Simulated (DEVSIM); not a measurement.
Structure: Ge n-i-p diode, at 300 K.

Layer 1 from the left is Ge, thickness (μm) 1.40, Nd (cm⁻³) 2.7e17, τn (s) 6e-7, τp (s) 6e-7. Layer 2 from the left is Ge, thickness (μm) 9.00, Na (cm⁻³) 1.8e13, τn (s) 6e-7, τp (s) 6e-7. Layer 3 from the left is Ge, thickness (μm) 0.330, Na (cm⁻³) 4.1e17, τn (s) 6e-7, τp (s) 6e-7.

Left contact: ohmic. Right contact: ohmic. Voltage is applied to the left contact. Recombination: SRH at mid-gap, radiative. Mobility is constant in doping.

Constants are typed, rounded textbook-type inputs, not results; the design itself was drawn at random and stands for no fabricated device. Values at 300 K.

Ge: gap (eV) 0.664, affinity (eV) 4, permittivity 16, Nc (cm⁻³) 1.04e19, Nv (cm⁻³) 6e18, μn (cm²/Vs) 3900, μp (cm²/Vs) 1900, B (cm³/s) 6.4e-14.

Simulated with DEVSIM: 1D drift-diffusion, Boltzmann statistics, complete ionisation; no tunnelling, impact ionisation, image-force lowering or self-heating.

### Question
What does the simulation give for the dark forward voltage at 100 A/cm², the dark forward voltage at 1 A/cm², the potential step across the device at zero bias?

### Answer
dark forward voltage at 100 A/cm² 0.323 V; dark forward voltage at 1 A/cm² 0.190 V; potential step across the device at zero bias 0.500 V.
